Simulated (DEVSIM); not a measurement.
Device: Ni/SiO2/p-GaAs capacitor, at 300 K.

```csv
layer (left to right),material,thickness (nm),Na (cm⁻³)
1,SiO2,8.30,-
2,GaAs,3200,4e16
```

Metal gate on the left, work function 5.1 eV. Fixed charge at the semiconductor interface -7e10 cm⁻² (in units of +e); no interface traps.

Constants are typed, rounded textbook-type inputs, not results; the design itself was drawn at random and stands for no fabricated device. Values at 300 K; Nc and Nv go as T^1.5, mobilities as T to minus their exponent, the gap by Varshni's rule with the affinity fixed.

```
parameter         SiO2      GaAs
----------------  ----  --------
gap (eV)             9     1.424
affinity (eV)      0.9      4.07
permittivity       3.9      12.9
Nc (cm⁻³)            -    4.7e17
Nv (cm⁻³)            -      9e18
Varshni α (eV/K)     -  0.000541
Varshni β (K)        -       204
```

DEVSIM, 1D Poisson equation in equilibrium, Boltzmann statistics, complete ionisation; no quantum confinement or tunnelling. Metal contacts follow the ideal Schottky-Mott rule: no Fermi-level pinning, no interface dipoles.

The temperature was swept, all else fixed.

```tsv
temperature (K)	threshold voltage (band bending 2φF) (V)	minimum of the low-frequency capacitance (μF/cm²)	flat-band voltage (V)
250	1.34	0.0499	-0.28
300	1.32	0.0517	-0.23
350	[?]	[?]	-0.17
400	1.26	0.0561	-0.12
450	1.23	0.0595	-0.06
500	1.20	0.0621	-0.01
```

Some entries are withheld; supply them.


- 350, threshold voltage (band bending 2φF) (V): 1.29
- 350, minimum of the low-frequency capacitance (μF/cm²): 0.0540
